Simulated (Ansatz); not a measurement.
The parent structure is MoS$_{2}$ in the 2H-MoS2 type structure (space group P6_3/mmc, No. 194; a = 3.1494 Å, c = 12.0903 Å; layered, stacked along the Cartesian z axis).

Structures relaxed with PBE-D3(BJ) (Ansatz, a quantum-chemistry and plane-wave program), no SOC.

Base:

Simulated powder pattern, Cu Kα1, λ = 1.54056 Å (kinematic, ideal powder, no thermal factors, no anomalous dispersion; the 14 strongest lines at most, above 2 %, up to 2θ = 90°):

| 2θ (°) | I/Imax (%) | hkl |
|---|---|---|
| 14.64 | 100 | (002) |
| 32.81 | 32 | (100) |
| 33.66 | 18 | (101) |
| 36.10 | 16 | (102) |
| 39.88 | 88 | (103) |
| 44.95 | 7.5 | (006) |
| 50.39 | 37 | (105) |
| 58.57 | 22 | (110) |
| 60.73 | 13 | (112) |
| 61.29 | 6.1 | (008) |
| 73.21 | 14 | (203) |
| 76.75 | 8.9 | (116) |
| 80.85 | 9.2 | (205) |
| 89.89 | 14 | (118) |

After one change:

Simulated powder pattern, Cu Kα1, λ = 1.54056 Å (kinematic, ideal powder, no thermal factors, no anomalous dispersion; the 14 strongest lines at most, above 2 %, up to 2θ = 90°):

| 2θ (°) | I/Imax (%) |
|---|---|
| 13.91 | 100 |
| 32.59 | 25 |
| 33.37 | 13 |
| 35.59 | 15 |
| 39.06 | 68 |
| 48.77 | 37 |
| 57.96 | 5.9 |
| 58.16 | 17 |
| 60.12 | 12 |
| 68.10 | 5.4 |
| 72.30 | 10 |
| 74.73 | 5.6 |
| 79.24 | 8.7 |
| 86.68 | 12 |

Problem. What was done to the base?
A. pressure −2 GPa
B. pressure 75 GPa
C. pressure 15 GPa
D. pressure 30 GPa

Solution. A, pressure −2 GPa. Its volume per atom is 18.44 Å³ against 17.31 Å³, and its space group is P6_3/mmc (No. 194).

A case with no gap was solved on a k-mesh chosen for an insulator, which is coarse for it. Load acts through the strain it causes; cell and atoms are relaxed under it. Stability against distortions was not tested. Competing high-pressure phases were not computed. All final runs are without spin polarisation.
